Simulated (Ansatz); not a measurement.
**Worked example: self-consistent single point of Y₂CuTe₄ (Fd-3m, 14 atoms in the cell) in Ansatz (a program for electronic structure)**

Level of theory: PBE (plane waves, PAW; Ansatz).

The input file:

Ansatz 0.2 input:
```yaml
crystal:
  lattice:
    - [0.000000, 6.051631, 6.051631]
    - [6.051631, 0.000000, 6.051631]
    - [6.051631, 6.051631, 0.000000]
  atoms:
    - { symbol: Y, position: [0.125000, 0.125000, 0.125000] }
    - { symbol: Y, position: [0.625000, 0.125000, 0.125000] }
    - { symbol: Y, position: [0.125000, 0.625000, 0.125000] }
    - { symbol: Y, position: [0.125000, 0.125000, 0.625000] }
    - { symbol: Cu, position: [0.750000, 0.750000, 0.750000] }
    - { symbol: Cu, position: [0.500000, 0.500000, 0.500000] }
    - { symbol: Te, position: [0.362600, 0.362600, 0.362600] }
    - { symbol: Te, position: [0.912200, 0.362600, 0.362600] }
    - { symbol: Te, position: [0.362600, 0.912200, 0.362600] }
    - { symbol: Te, position: [0.362600, 0.362600, 0.912200] }
    - { symbol: Te, position: [0.887400, 0.887400, 0.887400] }
    - { symbol: Te, position: [0.337800, 0.887400, 0.887400] }
    - { symbol: Te, position: [0.887400, 0.337800, 0.887400] }
    - { symbol: Te, position: [0.887400, 0.887400, 0.337800] }
basis:
  ecutwfc: 420.0
kpoints:
  mp_grid: { grid: [3, 3, 3] }
hamiltonian:
  xc: pbe
  pseudopotentials: { kind: paw }
scf:
  occupations: { method: gaussian, width: 0.2 }
output:
  forces: true
  eigenvalues: true
  stress: true
```

Output, abridged:

```
WARN ansatz: RAYON_NUM_THREADS=1 ignored (pool sized by the plan → 1); use --threads N
Pseudopotentials: kind: paw
Pseudopotential: Y, paw, valence charge 11
Pseudopotential: Cu, paw, valence charge 19
Pseudopotential: Te, paw, valence charge 16
Crystal: 14 atoms, lattice volume = 443.249 Å³
Basis set: ecut = 420 eV, 8657 PW (Γ), exchange–correlation on 120×120×120 points (8 copies of the dense FFT grid, shifted against one another)
Bands: 126, of which v1, the nominal top of the filled ones, is band 105 counted from 1 (104 counted from 0)
Symmetry: 48 space group operations
Space group: Fd-3m (ITA 227), of the structure as read, at distance tolerance 7.6e-5 Å
k-points: 4 of 27
Initial density: superposition of atomic densities (neutral atoms: chi_scale 0, normalization atom), corrected by the library's trained network
Initial wavefunctions: pseudopotential atomic-orbital guess
Eigensolver: davidson
Functional: x = pbe(κ = 0.804, μ = 0.2195149727645171), c = pbe(β = 0.06672455060314922)
SCF iter   1: F=—  HF=-84495.047152 eV  |F-HF|=—  |Δ(HF+E_count)|=         —  Δρ=1.89e-3  dr2=2.16e-2  ethr=1.77e-3  ⟨swp⟩=6.2  Hψ=1847  notcnv=0
all-band conjugate gradients solve this SCF's bands
preconditioner: auto → LDOS
SCF iter   2: F=—  HF=-84495.047929 eV  |F-HF|=—  |Δ(HF+E_count)|=   7.77e-4  Δρ=5.87e-4  dr2=4.36e-3  ethr=1.03e-5  ⟨swp⟩=2.5  Hψ=969  notcnv=0
SCF iter   3: F=—  HF=-84495.047545 eV  |F-HF|=—  |Δ(HF+E_count)|=   3.84e-4  Δρ=6.73e-4  dr2=2.02e-3  ethr=2.07e-6  ⟨swp⟩=2.8  Hψ=915  notcnv=0
SCF iter   4: F=—  HF=-84495.047185 eV  |F-HF|=—  |Δ(HF+E_count)|=   3.60e-4  Δρ=1.47e-4  dr2=2.43e-4  ethr=9.61e-7  ⟨swp⟩=2.0  Hψ=566  notcnv=0
SCF iter   5: F=—  HF=-84495.047123 eV  |F-HF|=—  |Δ(HF+E_count)|=   6.20e-5  Δρ=7.54e-5  dr2=2.49e-5  ethr=1.16e-7  ⟨swp⟩=2.0  Hψ=611  notcnv=0
SCF iter   6: F=—  HF=-84495.047433 eV  |F-HF|=—  |Δ(HF+E_count)|=   3.10e-4  Δρ=2.04e-5  dr2=1.60e-6  ethr=1.18e-8  ⟨swp⟩=2.0  Hψ=595  notcnv=0
SCF iter   7: F=—  HF=-84495.047434 eV  |F-HF|=—  |Δ(HF+E_count)|=   3.88e-7  Δρ=8.78e-6  dr2=2.64e-7  ethr=7.60e-10  ⟨swp⟩=2.0  Hψ=603  notcnv=0
SCF iter   8: F=-84495.047434 eV  HF=-84495.047434 eV  |F-HF|=3.87e-9  |Δ(HF+E_count)|=   3.96e-8  Δρ=1.30e-6  dr2=5.95e-9  ethr=4.76e-11  ⟨swp⟩=10.5  Hψ=2383  notcnv=0
SCF 1 converged in 8 iterations: F = -84495.047434 eV  dr2 = 5.95e-9
SCF converged after 8 iterations
Free energy (F): -84495.047434 eV
Harris-Foulkes:  -84495.047434 eV  (|F-HF|=3.87e-9)
Internal energy: -84494.933534 eV  (E = F + TS)
E sigma→0 (E₀):  -84494.990484 eV
Entropy (-TS):   -0.113900 eV (-8.136 meV/atom)
Fermi energy:    7.851777 eV
--- Per-component energies (eV) ---
  E_band       = -3628.398053
  E_kinetic    = 3290.839714
  E_local      = -25597.030777  (includes V_loc(G=0)·N_el)
  E_nonlocal   = -1470.707490
  E_hartree    = 13113.435014
  E_xc         = -1873.050132
  E_vxc        = -1868.869400  (∫ρ·V_xc dr)
  E_paw        = -51955.507113  (= ΣΔE_a)
  E_vpaw       = -4209.488704  (= ΣTr[D̂ρ^β])
  E_aug_tail   = -0.000884  (compensation charges beyond the density's cutoff)
  E_ewald      = -20002.911868
  E_smearing   = -0.113900  (= −TS)
  E_closure    = 0.000000  (closes the sum)
  Σ components = -84495.047434   (vs F -84495.047434, Δ=0.00e0)
--- Forces (eV/Å), atoms counted from 1 ---
  atom   1  Y     -0.00000000    -0.00000000    -0.00000000
  atom   2  Y     -0.00000000    -0.00000000     0.00000000
  atom   3  Y     -0.00000000     0.00000000    -0.00000000
  atom   4  Y      0.00000000    -0.00000000     0.00000000
  atom   5  Cu     0.00000000     0.00000000     0.00000000
  atom   6  Cu     0.00000000    -0.00000000    -0.00000000
  atom   7  Te     1.53111299     1.53111299     1.53111299
  atom   8  Te     1.53111299    -1.53111299    -1.53111299
  atom   9  Te    -1.53111299     1.53111299    -1.53111299
  atom  10  Te    -1.53111299    -1.53111299     1.53111299
  atom  11  Te    -1.53111299    -1.53111299    -1.53111299
  atom  12  Te    -1.53111299     1.53111299     1.53111299
  atom  13  Te     1.53111299    -1.53111299     1.53111299
  atom  14  Te     1.53111299     1.53111299    -1.53111299
  max |Σ_I F_I| component: 1.11e-15 eV/Å
--- Stress (GPa, compression-positive) ---
        6.906708       0.000000      -0.000000
       -0.000000       6.906708      -0.000000
        0.000000       0.000000       6.906708
  P = ⅓ Tr σ = 6.9067 GPa (69.067 kbar)
  The stress holds the Pulay correction. Without it, at fixed plane waves, as pw.x and ABINIT print it: P = 6.8844 GPa
--- Band table (eV) ---
  k-point 0: bands = ["-103.2554", "-103.2554", "-60.6623", "-60.6623", "-60.6623", "-60.6623", "-60.6623", "-60.6623", "-34.0422", "-34.0384", "-34.0384", "-34.0384", "-27.9768", "-27.9756", "-27.9747", "-27.9747", "-27.9747", "-27.9732", [...]
  k-point 1: bands = ["-103.2554", "-103.2554", "-60.6623", "-60.6623", "-60.6623", "-60.6623", "-60.6623", "-60.6623", "-34.0416", "-34.0391", "-34.0384", "-34.0384", "-27.9765", "-27.9757", "-27.9745", "-27.9745", "-27.9742", "-27.9735", [...]
  k-point 2: bands = ["-103.2554", "-103.2554", "-60.6623", "-60.6623", "-60.6623", "-60.6623", "-60.6623", "-60.6623", "-34.0413", "-34.0394", "-34.0384", "-34.0384", "-27.9764", "-27.9758", "-27.9743", "-27.9743", "-27.9741", "-27.9735", [...]
  k-point 3: bands = ["-103.2554", "-103.2554", "-60.6623", "-60.6623", "-60.6623", "-60.6623", "-60.6623", "-60.6623", "-34.0408", "-34.0398", "-34.0384", "-34.0384", "-27.9762", "-27.9759", "-27.9743", "-27.9743", "-27.9739", "-27.9736", [...]
```

The run converged in 8 iterations.

The starting cell was generated: these elements placed on a structure prototype, without a prior relaxation; it need not be a known phase or ordering of this composition. Spin-orbit coupling is off. Spin polarisation is off. With a pressure of about 7 GPa the cell is away from its equilibrium volume at this level. Forces in this geometry exceed 1 eV/Å. Ansatz's pressure includes its estimate of the finite-basis (Pulay) stress.
